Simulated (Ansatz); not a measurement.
The reference is Sr in the fcc (Cu type) structure (space group Fm-3m, No. 225; a = 6.100 Å). Axes: x, y, z lie along the cube axes.

Computed with Ansatz (an electronic-structure program), r2SCAN, PAW, cutoff 500 eV, spin-orbit coupling left out.

Strains are applied to the cell and any free atomic positions relax; under biaxial strain the out-of-plane vector relaxes too.

One change was made to it. Results:

The energy rises by 40 meV/atom; the pressure goes from zero to 1.9 GPa.

Problem. Which change produced these results?
A) isotropic strain +3.93 %
B) isotropic strain −4.65 %
C) biaxial strain +2.37 %, plane normal [111], relaxed out of plane
D) isotropic strain +1.14 %
E) isotropic strain −4.41 %

Solution. E, isotropic strain −4.41 %. For comparison, the energy relative to the base in the other runs: isotropic strain +3.93 % gives +27 meV/atom; isotropic strain −4.65 % gives +44 meV/atom; biaxial strain +2.37 %, plane normal [111], relaxed out of plane gives +5.0 meV/atom; isotropic strain +1.14 % gives +2.3 meV/atom.

Stability against distortions was not tested. Gaps under 0.05 eV, about the width of the smearing, are given as zero.
